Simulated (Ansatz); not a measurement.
Cells marked so need not be the phases stable at ambient conditions, and some may be hypothetical.

No gap correction and no spin-orbit coupling; mid-gap values are interpolated between computed energies.

A. Ge (P4_32_12, not sure to be the ambient phase, 12 atoms a cell, 20.8 Å³ an atom), along the normal of (100)
B. TiO₂ (P4_2/mnm, rutile, 6 atoms a cell, 10.4 Å³ an atom), along the normal of (110)
C. Si$_{3}$N$_{4}$ (I-43d, not sure to be the ambient phase, 14 atoms a cell, 9.6 Å³ an atom), along the normal of (001)

Put the candidates in order of mid-gap decay constant of the slowest evanescent state, highest first, for Ansatz (a program for electronic structure) with r2SCAN.

C (0.37 1/Å), B (0.24 1/Å), A (0.07 1/Å)
